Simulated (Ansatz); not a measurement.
Abridged Ansatz (a quantum-chemistry and plane-wave program) output:

```
Relaxation: its limit of steps is 60 (relax.max_steps)
Pseudopotential: Ti, paw, valence charge 12
Pseudopotential: O, paw, valence charge 6
Crystal: 6 atoms, lattice volume = 68.391 Å³
Basis set: ecut = 500 eV, 1693 PW (Γ), exchange–correlation on 180×180×180 points (64 copies of the dense FFT grid, shifted against one another)
Bands: 30, of which v1, the nominal top of the filled ones, is band 24 counted from 1 (23 counted from 0)
Symmetry: 16 space group operations
k-points: 163 of 1728
Functional: x = r2scan, c = r2scan; τ floored in thin density (d = 2e-4 eV/Å³)
SCF iter   1: F=—  HF=-7292.639631 eV  |F-HF|=—  |Δ(HF+E_count)|=         —  Δρ=2.70e-2  dr2=5.80e-1  dr2_τ=3.97e-1  ethr=1.77e-3  ⟨swp⟩=5.8  Hψ=20228  notcnv=0
SCF iter   2: F=—  HF=-7292.824798 eV  |F-HF|=—  |Δ(HF+E_count)|=   1.85e-1  Δρ=3.64e-2  dr2=8.56e-1  dr2_τ=1.02e-1  ethr=1.21e-3  ⟨swp⟩=2.9  Hψ=10936  notcnv=0  defer=272
SCF 1 converged in 8 iterations: F = -7292.663226 eV  dr2 = 3.64e-9
relax step   1: F+E_penalty+E_count = -7292.66322552 eV  Δ(F+E_penalty+E_count) = +0.000e0 eV  max|allowed force component| = 1.627e-4 eV/Å  Δτ_max = 0.0000 Å  P = +0.002 GPa  Ω = 68.391 Å³  (8 SCF iters, dr2 threshold 1.00e-7 eV, accepted)
[... steps on the carried basis left out ...]
relax step   7: F+E_penalty+E_count = -7292.66207794 eV  Δ(F+E_penalty+E_count) = +3.188e-7 eV  max|allowed force component| = 7.950e-6 eV/Å  Δτ_max = 0.0000 Å  P = -1.000 GPa  Ω = 68.755 Å³  stress off target by 3.29e-4 GPa  SCF on the basis re-selected at this cell (its energy is not comparable with the rows above)  (4 SCF iters)
SCF converged after 4 iterations
Free energy (F): -7292.662078 eV
Internal energy: -7292.662078 eV  (E = F + TS)
E sigma→0 (E₀):  -7292.662078 eV
Fermi energy:    8.160156 eV
--- Forces (eV/Å), atoms counted from 1 ---
  atom   1  Ti    -0.00000000    -0.00000000     0.00000000
  atom   2  Ti    -0.00000000     0.00000000     0.00000000
  atom   3  O     -0.00000000     0.00000000     0.00000795
  atom   4  O      0.00000000     0.00000000     0.00000795
  atom   5  O     -0.00000000     0.00000000    -0.00000795
  atom   6  O      0.00000000     0.00000000    -0.00000795
--- Stress (GPa, compression-positive) ---
       -0.999671       0.000000       0.000000
        0.000000      -0.999671       0.000000
        0.000000       0.000000      -0.999789
  P = ⅓ Tr σ = -0.9997 GPa (-9.997 kbar)
--- Relaxed structure (5 steps of the walk, 5 accepted, 2 SCFs on fresh bases) ---
  cell:  # Å, volume = 68.7545 Å³
    - [-1.8907063993979822, 1.8907063993979822, 4.80831546132975]
    - [1.8907063993979822, -1.8907063993979822, 4.80831546132975]
    - [1.8907063993979822, 1.8907063993979822, -4.80831546132975]
  atoms:
    - { symbol: Ti, position: [0.5, 0.5, 3.262679538946634e-36] }
    - { symbol: Ti, position: [0.25, 0.75, 0.5] }
    - { symbol: O, position: [0.29313122740775294, 0.29313122740775294, 5.116448520916006e-35] }
    - { symbol: O, position: [0.04313122740775291, 0.5431312274077529, 0.5] }
    - { symbol: O, position: [0.456868772592247, 0.956868772592247, 0.5] }
    - { symbol: O, position: [0.7068687725922472, 0.7068687725922472, -6.096842048361609e-35] }
```

Q: What was computed, and what are the main results?

A: TiO2, 6 atoms in the cell, with plane-wave PAW DFT at the r2SCAN level (Ansatz, 500 eV), scalar-relativistic without spin-orbit coupling, from a series relaxed to a target (pressure −1 GPa). The last SCF converged to F = -7292.662078 eV, or -1215.4437 eV per atom, at a pressure of -1.00 GPa. The total energy compares only with runs of the same code, potentials and settings.

Load acts through the strain it causes; cell and atoms are relaxed under it. Stability against distortions was not tested. The final runs are not spin-polarised. The cell was made from TiO₂ in the anatase structure (space group I4_1/amd, No. 141) by this change: pressure −1 GPa.

Keys are those of Ansatz 0.2.
